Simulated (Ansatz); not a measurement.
**Hypothetical P4_2/mnm MgO: response to strain**

The parent structure is MgO (space group P4_2/mnm, No. 136; a hypothetical phase, not in the database extracts checked).

```xyz
8
Lattice="5.5103 0.0000 0.0000 0.0000 5.5103 0.0000 0.0000 0.0000 3.2763" Properties=species:S:1:pos:R:3 pbc="T T T"
Mg     1.7661     3.7441     0.0000
Mg     3.7441     1.7661     0.0000
Mg     4.5213     4.5213     1.6382
Mg     0.9890     0.9890     1.6382
O      1.7444     1.7444     0.0000
O      3.7658     3.7658     0.0000
O      1.0107     4.4996     1.6382
O      4.4996     1.0107     1.6382
```

Cartesian axes are those of the cell as printed.

Strains are applied to the cell and any free atomic positions relax.

Levels (all Ansatz, a first-principles code, PAW): PBEsol (420 eV, no SOC); r2SCAN (500 eV, scalar-relativistic without spin-orbit coupling); HSE06 (420 eV, no SOC).

Band gaps by level, all at the geometries relaxed with PBEsol:

```csv
case,PBEsol,r2SCAN,HSE06
base,3.36 eV,4.12 eV,5.07 eV
isotropic strain −1.76 %,3.61 eV,4.39 eV,5.36 eV
uniaxial strain ε_zz = −0.82 %,3.41 eV,4.17 eV,5.13 eV
```

Single points use the geometry relaxed with PBEsol. The hybrid gap comes from the SCF mesh plus the semilocal run's edge points and a few special points and is an upper bound. Whether these cells are dynamically stable was not tested.
